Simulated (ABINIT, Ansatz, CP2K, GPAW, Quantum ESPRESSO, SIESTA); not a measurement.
# Li3Mg (I4/mmm, 4 atoms in the cell) computed with different codes at matched settings

Self-consistent single point.

```xyz
4
Lattice="-2.1579 2.1579 4.2782 2.1579 -2.1579 4.2782 2.1579 2.1579 -4.2782" Properties=species:S:1:pos:R:3 pbc="T T T"
Li     0.0000     0.0000     4.2782
Li     2.1579     0.0000     2.1391
Li     0.0000     2.1579     2.1391
Mg     0.0000     0.0000     0.0000
```

Shared settings, as Ansatz (a program for electronic structure) writes them: kpoints.mp_grid.grid = 11 11 11; scf.occupations.method = fermi_dirac; scf.occupations.width = 0.05 eV. Potentials and cutoffs stand in the table.

```json
[
 {"code": "Ansatz", "model": "LDA (PW92), PAW files made with PBE", "pressure (GPa)": "-1.01", "cutoff": "420 eV"},
 {"code": "GPAW", "model": "LDA (Perdew-Wang 92), GPAW PAW datasets LDA (gpaw-data 1.0.1)", "pressure (GPa)": "-0.88", "cutoff": "850 eV"},
 {"code": "CP2K", "model": "LDA (Pade form), GPW, DZVP-MOLOPT-SR-GTH basis, GTH-PADE potentials (GTH_POTENTIALS)", "pressure (GPa)": "-0.46", "cutoff": "grid 1000 Ry"},
 {"code": "SIESTA", "model": "LDA PW92, numerical atomic orbitals DZP, PseudoDojo LDA standard norm-conserving potentials (rewritten from UPF to PSML)", "pressure (GPa)": "-0.67", "cutoff": "grid 350 Ry"},
 {"code": "ABINIT", "model": "LDA (PW92), norm-conserving pseudopotentials (PseudoDojo nc-sr-04 LDA standard)", "pressure (GPa)": "-0.99", "cutoff": "42 Ha"},
 {"code": "Quantum ESPRESSO", "model": "LDA (PZ), GBRV 1.5 ultrasoft (LDA) pseudopotentials", "pressure (GPa)": "-1.01", "cutoff": "40 Ry"}
]
```

The spread over the programs that give each value: pressure within 0.55 GPa.

CP2K and SIESTA use small atom-centred bases, whose incompleteness enters pressures, forces and empty levels differently from a plane-wave cutoff. Ansatz's pressure is given at a fixed set of plane waves, as the other plane-wave codes print theirs. The same LDA comes in different parametrisations, which differ slightly.

The starting cell comes from a database of computed structures (which also holds hypothetical and non-ambient phases and stackings), without a prior relaxation at this level.

Left out of this page: FLEUR (not drawn, or without a comparable value).

Keys are those of Ansatz 0.2.
